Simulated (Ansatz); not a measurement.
# fcc Cu (1 1 0) on diamond (1 1 0) (film strained to the substrate, faces as cut)

A periodic stack without vacuum, fcc Cu (1 1 0) on diamond (1 1 0) (film strained to the substrate, faces as cut): substrate slab C24, film Cu8, surface cells [[0, -1], [1, -1]] and [[0, -1], [1, -1]], film strained by -1.6 and -1.6 %, faces C/C and Cu/Cu as cut (like faces can put a slab off its formula).

The start was prepared with a machine-learned potential, and the result is one local minimum, with the in-plane cell held and forces under 0.04 eV/Å; the film can end far from its bulk form.

The numbers are results of PBE (plane waves to 420 eV, PAW; Ansatz, a first-principles code), not measurements. No spin–orbit coupling; the runs are not spin-polarised; PBE gaps are too small against experiment. Its k-point mesh 15×9×1, Fermi–Dirac width 0.05 eV.

- interface area: 9.0 Å²
- period: 26.08 Å
- gaps between the outermost planes at the two interfaces: 1.48 and 1.48 Å
- C–Cu contacts across the interfaces within 1.22 times the sum of covalent radii: 6, mean 2.25 Å
- hole barrier (PBE): 0.65 eV
- electron barrier (PBE): 3.48 eV

```yaml
crystal:
  lattice:
    - [2.52541, -0.00015, -0.01817]
    - [2.52525, 3.57100, -0.07762]
    - [0.22645, 0.44099, 26.07567]
  atoms:
    - { symbol: C, position: [0.36562, 0.35699, 0.07658] }
    - { symbol: C, position: [0.62134, 0.60124, 0.07648] }
    - { symbol: C, position: [0.35863, 0.86465, 0.02971] }
    - { symbol: C, position: [0.62938, 0.09396, 0.02903] }
    - { symbol: C, position: [0.36685, 0.35435, 0.17365] }
    - { symbol: C, position: [0.61727, 0.60392, 0.17364] }
    - { symbol: C, position: [0.36723, 0.85469, 0.12520] }
    - { symbol: C, position: [0.61839, 0.10349, 0.12516] }
    - { symbol: C, position: [0.36574, 0.35401, 0.27052] }
    - { symbol: C, position: [0.61584, 0.60392, 0.27052] }
    - { symbol: C, position: [0.36636, 0.85412, 0.22209] }
    - { symbol: C, position: [0.61653, 0.10395, 0.22208] }
    - { symbol: C, position: [0.36437, 0.35392, 0.36738] }
    - { symbol: C, position: [0.61453, 0.60376, 0.36739] }
    - { symbol: C, position: [0.36508, 0.85395, 0.31895] }
    - { symbol: C, position: [0.61518, 0.10385, 0.31895] }
    - { symbol: C, position: [0.36255, 0.35426, 0.46427] }
    - { symbol: C, position: [0.61360, 0.60315, 0.46430] }
    - { symbol: C, position: [0.36352, 0.85403, 0.41581] }
    - { symbol: C, position: [0.61394, 0.10359, 0.41583] }
    - { symbol: C, position: [0.35084, 0.36409, 0.55976] }
    - { symbol: C, position: [0.62193, 0.59337, 0.56044] }
    - { symbol: C, position: [0.35945, 0.85652, 0.51289] }
    - { symbol: C, position: [0.61524, 0.10074, 0.51299] }
    - { symbol: Cu, position: [0.20923, 0.51888, 0.67021] }
    - { symbol: Cu, position: [0.21689, 0.01057, 0.61714] }
    - { symbol: Cu, position: [0.20762, 0.52257, 0.77024] }
    - { symbol: Cu, position: [0.20779, 0.02155, 0.71863] }
    - { symbol: Cu, position: [0.20807, 0.52150, 0.87088] }
    - { symbol: Cu, position: [0.20771, 0.02247, 0.81926] }
    - { symbol: Cu, position: [0.21647, 0.51108, 0.97234] }
    - { symbol: Cu, position: [0.20945, 0.01897, 0.91928] }
```
